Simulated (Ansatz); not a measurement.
The reference is GaP in the zinc blende structure (space group F-43m, No. 216; a = 5.4513 Å). Axes: x, y, z lie along the cube axes.

Level of theory: r2SCAN (Ansatz, an electronic-structure program, PAW, no SOC).

It is then changed as follows: uniaxial strain ε_zz = −3.00 %, all other strain components held at zero; the atoms relax in the strained cell.

Question: Predict the stress tensor and what it implies for the stiffness.

Answer: Stress of the strained cell less that of the base (GPa, compression positive):
```
   2.05    0.00    0.00
   0.00    2.05    0.00
   0.00    0.00    4.41
```

Then −Δσ_ii/ε with ε = -0.0300 gives secant stiffness values (nonlinear terms included at this strain): C33 ≈ 147 GPa, C13 ≈ 68 GPa and C23 ≈ 68 GPa.

As a check, the harmonic strain energy −½ V₀ Δσ:ε is 8.4 meV/atom; the computed energy rise is 8.3 meV/atom.

No phonon test of stability was made.
